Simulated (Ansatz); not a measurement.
# A computed series for Au: response to strain

The parent structure is Au in the fcc (Cu type) structure (space group Fm-3m, No. 225; a = 4.083 Å; relaxed with 0.1 eV smearing). Axes: x, y, z lie along the cube axes.

Strains are applied to the cell and any free atomic positions relax; under biaxial strain the out-of-plane vector relaxes too.

Method: plane-wave PAW DFT at the PBEsol level (Ansatz, an electronic-structure program, 420 eV), no spin-orbit coupling.

Notes on the quantities. energy relative to the base: free energy F.

| variant | volume per atom | energy relative to the base |
|---|---|---|
| base | 17.02 Å³ | 0 meV/atom |
| biaxial strain −3.00 %, plane normal [001], relaxed out of plane | 16.83 Å³ | +10 meV/atom |
| biaxial strain −2.00 %, plane normal [001], relaxed out of plane | 16.90 Å³ | +4.2 meV/atom |
| biaxial strain −1.50 %, plane normal [001], relaxed out of plane | 16.93 Å³ | +2.3 meV/atom |
| biaxial strain −0.50 %, plane normal [001], relaxed out of plane | 16.99 Å³ | +0.2 meV/atom |
| biaxial strain +0.50 %, plane normal [001], relaxed out of plane | 17.04 Å³ | +0.2 meV/atom |
| biaxial strain +1.00 %, plane normal [001], relaxed out of plane | 17.06 Å³ | +0.8 meV/atom |
| biaxial strain +1.50 %, plane normal [001], relaxed out of plane | 17.08 Å³ | +1.7 meV/atom |
| biaxial strain +2.50 %, plane normal [001], relaxed out of plane | 17.10 Å³ | +3.8 meV/atom |
| biaxial strain +3.00 %, plane normal [001], relaxed out of plane | 17.11 Å³ | +5.0 meV/atom |

Whether these cells are dynamically stable was not tested.
